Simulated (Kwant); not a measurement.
Device: wire with a row of barriers in a GaN two-dimensional gas. Effective mass 0.22 mₑ, grid spacing 5 nm, hard walls, nominal width 150 nm (29 grid rows, so walls 150 nm apart), one parabolic valley, scattering region 500 nm long along x; energies count from the band bottom; Fermi energy swept from 6.0773e-05 to 0.00072167 eV. 4 barrier(s) across the wire, height 0.0024 eV, thickness 10 nm (about 2 grid columns), spaced by 40 nm.

The device is made up for the run: typed textbook-type constants, with dimensions and the other settings drawn at random.

Model: effective-mass tight-binding model on a square grid, one spin, coherent transport at 0 K (Kwant). Conductance is in e²/h.

| E (meV) | A | B | C | D |
|---|---|---|---|---|
| 0.06077 | 0 | 0 | 0 | 0 |
| 0.09818 | 3.2e-8 | 2.7e-6 | 0.019 | 0.00023 |
| 0.1356 | 1.9e-7 | 1.2e-5 | 0.050 | 0.00079 |
| 0.1772 | 8.5e-7 | 4.0e-5 | 0.082 | 0.0018 |
| 0.2146 | 3.0e-6 | 0.00010 | 0.11 | 0.0034 |
| 0.2520 | 1.1e-5 | 0.00026 | 0.14 | 0.0061 |
| 0.2935 | 5.1e-5 | 0.00076 | 0.16 | 0.011 |
| 0.3309 | 0.00024 | 0.0022 | 0.21 | 0.020 |
| 0.3684 | 0.0016 | 0.0075 | 0.26 | 0.038 |
| 0.4099 | 0.032 | 0.043 | 0.32 | 0.079 |
| 0.4473 | 0.66 | 0.42 | 0.36 | 0.17 |
| 0.4848 | 0.24 | 0.66 | 0.41 | 0.41 |
| 0.5263 | 0.73 | 0.31 | 0.46 | 0.92 |
| 0.5637 | 0.66 | 0.34 | 0.50 | 0.90 |
| 0.6011 | 0.32 | 0.60 | 0.54 | 0.57 |
| 0.6427 | 0.43 | 1.04 | 0.58 | 0.41 |
| 0.6801 | 1.37 | 1.06 | 0.61 | 0.42 |
| 0.7217 | 0.53 | 0.65 | 0.69 | 0.68 |

Column A is the base. The others each differ by one change: number of barriers 4 → 1; number of barriers 4 → 2; number of barriers 4 → 3. Which is which?

B: number of barriers 4 → 3; C: number of barriers 4 → 1; D: number of barriers 4 → 2.
